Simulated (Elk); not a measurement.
Elk run on TlBi₂ (P6/mmm, 3 atoms in the cell): self-consistent single point.

Method: LDA (PW92), all-electron FP-LAPW, Elk's shipped species files, APW+lo basis with extra local orbitals (Elk 10.2.4).

The change in words: lattice scaled by 0.98. Reference geometry:
```
CELL_PARAMETERS angstrom
      5.70866     0.00000     0.00000
     -2.85433     4.94384     0.00000
      0.00000     0.00000     3.39376
ATOMIC_POSITIONS crystal
  Tl 0.00000 0.00000 0.00000
  Bi 0.66667 0.33333 0.50000
  Bi 0.33333 0.66667 0.50000
```

Reference input (self-consistent single point, DFT, LDA (PW92), all-electron FP-LAPW, Elk's shipped species files, APW+lo basis with extra local orbitals): rgkmax = 8; stype = 0; swidth = 0.00499791 Ha; ngridk = 6 6 8; tforce = true; gmaxvr = 18 1/bohr; lmaxapw = 10; lmaxo = 8; nxlo = 2; lorbcnd = true; lradstp = 2; nrmtscf = 2. This run's input differs from it in these lines:

```diff
@@ -43,5 +43,5 @@
 avec
-   10.7878043951   -0.0000001059    0.0000000000
-   -5.3939021058    9.3425127102    0.0000000000
-    0.0000000000    0.0000000000    6.4132769327
+   10.5720483871   -0.0000005071    0.0000000000
+   -5.2860237544    9.1556627268    0.0000000000
+    0.0000000000    0.0000000000    6.2850117720
```

Log, with long lists cut:

```
│ Self-consistent loop started │
│ Loop number : 1 │
 total energy                :     -63439.7898581
│ Loop number : 2 │
 total energy                :     -63439.7732201
RMS change in Kohn-Sham potential (target) :   0.5961836993E-01 (  0.1000000000E-05)
Absolute change in total energy (target)   :   0.1663805542E-01 (  0.1000000000E-03)
│ Loop number : 3 │
 total energy                :     -63439.4957680
RMS change in Kohn-Sham potential (target) :   0.5872648025E-01 (  0.1000000000E-05)
Absolute change in total energy (target)   :   0.2816116073     (  0.1000000000E-03)
│ Loop number : 4 │
   [... lines left out ...]
Absolute change in total energy (target)   :   0.4421544218E-03 (  0.1000000000E-03)
│ Loop number : 19 │
 total energy                :     -63417.6654217
RMS change in Kohn-Sham potential (target) :   0.2764118889E-07 (  0.1000000000E-05)
Absolute change in total energy (target)   :   0.1415658626E-03 (  0.1000000000E-03)
│ Loop number : 20 │
 total energy                :     -63417.6654202
RMS change in Kohn-Sham potential (target) :   0.1419986737E-07 (  0.1000000000E-05)
Absolute change in total energy (target)   :   0.3693067265E-04 (  0.1000000000E-03)
Convergence targets achieved

│ Loop number : 21 │

Energies :
 Fermi                       :     0.256196914061
 total energy                :     -63417.6654183

Density of states at Fermi energy :    45.04717143
 (states/Hartree/unit cell)

Estimated indirect band gap :   0.3431314603E-02
 from k-point     26 to k-point     17
Estimated direct band gap   :   0.2232127035E-01
 at k-point     16

Charges :
 core                        :    198.0000000
 valence                     :    49.00000000
 interstitial                :    5.015567445
 muffin-tins (core leakage)
  species :    1 (Tl)
   atom    1                 :    79.57807915     (  0.3694162294E-04)
  species :    2 (Bi)
   atom    1                 :    81.20317670     (  0.6826817986E-03)
   atom    2                 :    81.20317670     (  0.6826817986E-03)
   [... lines left out ...]
   total force               :    -0.00000000    0.00000000    0.00000000
   total magnitude           :     0.00000000
  atom :    2
   Hellmann-Feynman          :    -0.00000000    0.00000000    0.00000000
   IBS                       :     0.00000000   -0.00000000    0.00000000
   total force               :     0.00000000   -0.00000000    0.00000000
   total magnitude           :     0.00000000
```

The run converged in 21 iterations. The count includes the last loop, which Elk runs after its targets are met. Against the reference run the total energy drops by 21.1 meV/atom.

The starting cell comes from a database of computed structures (which also holds hypothetical and non-ambient phases and stackings), without a prior relaxation at this level. For this run, on top of that: lattice scaled by 0.98. Spin-orbit coupling is off. Values depend on the basis (sphere radii, cutoffs, local orbitals), which need not be converged. The log's line on a gap gives a spacing of levels on this mesh, which the program prints for metals too.

Cost on one core of a shared machine: roughly 4 min.
